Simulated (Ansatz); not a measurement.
Terminations of the (100) surface of rock-salt TaC, measured from the surface 'clean 1x1'. Atoms come from or go to: C: graphite, Mo: bcc Mo, O: ½ O2(g), Pt: fcc Pt, Ta: bcc Ta, W: bcc W, Zr: hcp Zr. ΔE is the energy of forming the row's surface from that one (negative: more stable at these reservoirs); the vacuum level's shift is aligned on the shared bottom. No zero-point or thermal terms. These are constructed structures in small cells; real faces may alloy, dewet or reconstruct in larger ones, and not all known structures of the face are among them. Slabs of about 14 Å with all that they carry, Fermi-Dirac smearing of 0.1 eV. Bottom of the slabs: a bare face, its two planes held. Relaxed from the named starts with such symmetry as they have, on meshes of like density; energies extrapolated to zero smearing; no spin-orbit coupling, no U. Spin-polarised runs, if any, are marked in brackets, and their order is one that fits the cell; the others ran without spin. A dash marks a value that is undefined for that row (no clear gap, or no work function of a gapped slab) or was not read reliably on its mesh.

These are PBE (plane waves to 420 eV, PAW; Ansatz, a program for electronic structure) values and carry that method's errors.

```tsv
surface	atoms added per 1x1	ΔE per 1x1 (eV)	shift of the vacuum level (eV)	work function (eV)
Mo on half the Ta sites of the top plane, c(2x2)	+0.5 Mo, -0.5 Ta	?	0.25	3.94
a layer of Pt, one atom over each Ta	+1 Pt	1.11	1.07	4.80
top plane replaced by WO	-1 C, +1 O, -1 Ta, +1 W	?	0.58	4.26
all C sites of the top plane empty	-1 C	2.00	0.60	4.26
W on half the Ta sites of the top plane, c(2x2)	-0.5 Ta, +0.5 W	0.85	0.29	3.97
Zr on all Ta sites of the second plane	-1 Ta, +1 Zr	?	-0.02	3.66
a layer of Mo, one atom over each C	+1 Mo	1.44	0.10	3.79
```

Problem. Fill in the missing entries.

Solution. 
- Mo on half the Ta sites of the top plane, c(2x2), ΔE per 1x1 (eV): 0.79
- top plane replaced by WO, ΔE per 1x1 (eV): 0.08
- Zr on all Ta sites of the second plane, ΔE per 1x1 (eV): -0.46
